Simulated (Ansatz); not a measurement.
**PtSe2: response to strain**

The reference is PtSe$_{2}$ in the CdI2 type structure (space group P-3m1, No. 164; a = 3.7723 Å, c = 4.8194 Å; layered; relaxed with 0.1 eV smearing). Axes: x lies along a and z along c of the hexagonal cell.

Strains are applied to the cell and any free atomic positions relax; under biaxial strain the out-of-plane vector relaxes too.

Calculations: PBE-D3(BJ)/PAW in Ansatz (a program for electronic structure), scalar-relativistic without spin-orbit coupling, earlier PAW set.

Notes on the quantities. pressure: mean of the normal stresses, compression positive.

| case | volume per atom | pressure |
|---|---|---|
| base | 19.80 Å³ | 0.0 GPa |
| biaxial strain −4.76 %, plane normal [001], relaxed out of plane | ? | ? |
| biaxial strain −2.91 %, plane normal [001], relaxed out of plane | 19.49 Å³ | 3.8 GPa |
| isotropic strain −4.47 % | 17.26 Å³ | 16.1 GPa |
| isotropic strain −0.49 % | 19.51 Å³ | 1.2 GPa |

Problem. What belongs in the blanks?

Solution. 
- biaxial strain −4.76 %, plane normal [001], relaxed out of plane, volume per atom: 19.41 Å³
- biaxial strain −4.76 %, plane normal [001], relaxed out of plane, pressure: 6.1 GPa

Stability against distortions was not tested. The final runs are not spin-polarised.
